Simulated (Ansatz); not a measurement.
System: C11b WSi2. Method: PBE (Ansatz, a quantum-chemistry and plane-wave program, PAW).

Settings: plane-wave cutoff 520 eV, 28×28×28 k mesh, Fermi–Dirac smearing 0.042 eV (set by the program), no spin polarisation, scalar-relativistic PAW data made under PBE.

Computed at the level's own relaxed cell.

```yaml
crystal:
  lattice:
    - [-1.61451, 1.61451, 3.93371]
    - [1.61451, -1.61451, 3.93371]
    - [1.61451, 1.61451, -3.93371]
  atoms:
    - { symbol: Si, position: [0.66545, 0.66545, 0.00000] }
    - { symbol: Si, position: [0.33455, 0.33455, 0.00000] }
    - { symbol: W, position: [0.00000, 0.00000, 0.00000] }
```

Task: Give the elastic tensor (Voigt notation, GPa, ions relaxed, in the Cartesian axes of the cell as printed).

Result: 
```
  420.7   114.5    91.8     0.0     0.0     0.0
  114.5   420.7    91.8     0.0     0.0     0.0
   91.8    91.8   529.4     0.0     0.0     0.0
    0.0     0.0     0.0   199.6     0.0     0.0
    0.0     0.0     0.0     0.0   199.6     0.0
    0.0     0.0     0.0     0.0     0.0   199.8
```

Measured, for comparison: elastic constant C11 443 GPa, elastic constant C12 122 GPa, elastic constant C44 212 GPa, elastic constant C33 552 GPa, elastic constant C13 81 GPa, elastic constant C66 218 GPa (temperature not stated, no zero-point or thermal correction; as tabulated in Friák et al. (2018), doi:10.3390/nano8121057). Computed (rounded) less measured: elastic constant C11 -5 %, elastic constant C12 -7 %, elastic constant C44 -6 %, elastic constant C33 -4 %, elastic constant C13 +13 %, elastic constant C66 -8 %.

Spin–orbit coupling is not included.
